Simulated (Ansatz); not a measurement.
Take ZrGe$_{2}$ (space group Cmcm, No. 63; a = 3.795 Å, b = 14.917 Å, c = 3.764 Å) as the base.

The values are results of PBEsol in Ansatz (plane waves to 420 eV, PAW, no spin-orbit coupling), not measurements.

For the base:

* **Volume per atom**: 17.76 Å³
* **Band gap**: zero

Now apply this change: every Ge is replaced by C; the structure is relaxed again.

Estimate the effect on the volume per atom.

The volume per atom decreases by 7.91 Å³, from 17.76 Å³ to 9.85 Å³.

Predict the new band gap.

The band gap remains zero.

No phonon test of stability was made. As relaxed here, ZrC2 is a hypothetical phase, not in the database extracts checked. All final runs are without spin polarisation.

Ansatz is a first-principles code.
